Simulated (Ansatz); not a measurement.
# LiF in the zinc blende structure (space group F-43m, No. 216; a hypothetical phase, not in the database extracts checked)

LiF is taken in the cubic space group F-43m (No. 216), the zinc blende structure, Pearson symbol cF8. Lattice parameters: a = 4.364 Å, b = 4.364 Å, c = 4.364 Å, α = 90.00°, β = 90.00°, γ = 90.00°. F on 4c sees 4 Li at 1.890 Å (tetrahedral). Li on 4a sees 4 F at 1.890 Å (tetrahedral). (Neighbours: up to the widest gap in distance over summed covalent radii, below 1.35, at either atom; cation-cation and far metal-metal contacts left out.)
(The calculation used a cell of 2 atoms; values per cell refer to that cell.)

Computed with plane-wave PAW DFT at the PBE level (Ansatz, a quantum-chemistry and plane-wave program, 420 eV), no SOC. Settings: 13×13×13 k-points, 0.05 eV Fermi–Dirac smearing.

```yaml
volume_per_atom: 10.39 Å³
density: 2.07 g/cm³
band_gap: 7.65 eV, direct at Γ
electron_mass: 0.82 mₑ
Lowest conduction-band minima above the VBM: Γ 7.65 eV
total_energy: -508.082 eV/atom (σ→0; compares only within this code and set-up)
```

Masses are band curvatures over ±0.01 Å⁻¹ around the edge. No phonon test of stability was made.
